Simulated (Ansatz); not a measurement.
Pressure series in GaS

The reference is GaS in the beta-GaS type structure (space group P6_3/mmc, No. 194; layered, stacked along the Cartesian z axis).

```
GaS
1.0
    3.59064     0.00000     0.00000
   -1.79532     3.10958     0.00000
    0.00000     0.00000    15.44873
Ga S
4 4
Direct
  0.33333   0.66667   0.17077
  0.66667   0.33333   0.67077
  0.66667   0.33333   0.82923
  0.33333   0.66667   0.32923
  0.33333   0.66667   0.60035
  0.66667   0.33333   0.10035
  0.66667   0.33333   0.39965
  0.33333   0.66667   0.89965
```

Cell and atoms are relaxed at each pressure.

Levels (all Ansatz, a program for electronic structure, PAW): PBE-D3(BJ) (420 eV, scalar-relativistic without spin-orbit coupling); HSE06 (420 eV, scalar-relativistic without spin-orbit coupling).

Band gaps by level, all at the geometries relaxed with PBE-D3(BJ):

```tsv
case	PBE-D3(BJ)	HSE06
base	1.56 eV	2.25 eV
pressure −1 GPa	1.72 eV	(withheld)
pressure 3 GPa	1.28 eV	1.96 eV
pressure 7 GPa	0.97 eV	(withheld)
pressure 15 GPa	0.48 eV	1.07 eV
```

### Question
Some entries are withheld; estimate them.

### Answer

- pressure −1 GPa, HSE06: 2.49 eV
- pressure 7 GPa, HSE06: 1.60 eV

Single points use the geometry relaxed with PBE-D3(BJ). HSE06 was sampled on its mesh, a few special points and the semilocal edge points, so its gap is an upper bound. Load acts through the strain it causes; cell and atoms are relaxed under it. Whether these cells are dynamically stable was not tested. No other phases were tried under pressure.
